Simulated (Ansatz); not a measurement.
**Amorphous Si₂₄O₄₈Al**

The cell was made by melting and quenching with the CHGNet potential and then relaxed with DFT. O atoms were pushed apart under 1.9 Å during the dynamics, to hinder bonds among them. The hot cell started wider than the set density and was brought back towards it in steps. It is the lowest in DFT energy of 2 quenches. It is a model cell: composition and starting density were chosen by hand, and all elements were melted together. No dispersion term was used.

The numbers are results of PBE, scalar-relativistic without spin-orbit coupling (plane waves to 420 eV, PAW; Ansatz, an electronic-structure program), not measurements. Geometry, pressure, stress and energy are those of the PBE run. Its sampling: a 2×2×2 Γ-centred mesh; Fermi-Dirac width 0.01 eV; collinear spin, started from moments on atoms (the moments died out). The usual formal charges leave 3 electrons over, so the level spacing at the Fermi energy parts defect or band states and needn't be the band gap. The spare electrons fill defect levels or the bottom of the conduction band, and the levels at the Fermi energy are partly filled.

The number of atoms in the cell comes out as 73 and the density (held, not predicted) comes out as 2.22 g/cm³. The volume per atom comes out as 15.02 Å³, the pressure on a 2×2×2 Γ-centred mesh is -0.01 GPa and the largest force and stress component on that mesh (the relaxation ran on the zone centre alone) comes out as 0.13 eV/Å and 1.8 GPa. The energy relative to alpha cristobalite + corundum + silicon (lowest mix at this level among the phases computed, not always the ambient ones) is 0.164 eV/atom and the level spacing at the Fermi energy on a 2×2×2 Γ-centred mesh (PBE) comes out as within the smearing (under twice its width). The net moment is 0.00 μB.

Neighbours within Si-Si 2.60 Å, Si-O 2.00 Å, Si-Al 2.55 Å, O-O 1.58 Å, O-Al 2.24 Å, Al-Al 2.66 Å count as bonded. Two cations that share two anions don't count as bonded, nor two that share one unless they lie closer than Si-Si 2.38 Å, Si-Al 2.48 Å, Al-Al 2.59 Å.

```
Property                                                         Result
---------------------------------  ------------------------------------
Mean coordination of Si by anions  3.96 (1 with 2, 22 with 4, 1 with 5)
Mean coordination of O                       2.06 (45 with 2, 3 with 3)
Mean coordination of Al by anions                       4.00 (1 with 4)
Mean Si-O bond                     1.647 Å (spread 0.046 Å, 95 counted)
Mean O-Al bond                      1.893 Å (spread 0.156 Å, 4 counted)
```

Its density started from a set value of 2.23 g/cm³. Cooling (nominally 400 K/ps over its main leg) ran many orders faster than in experiment, which tends to leave more defects and strain. Values belong to this one cell and scatter from quench to quench. The volume was held where the preparation left it, at a PBE pressure of 0.0 GPa. Stress components on the final sampling reach 1.8 GPa. On a 2×2×2 Γ-centred mesh force components of up to 0.13 eV/Å stay, since the relaxation ran on the zone centre alone.
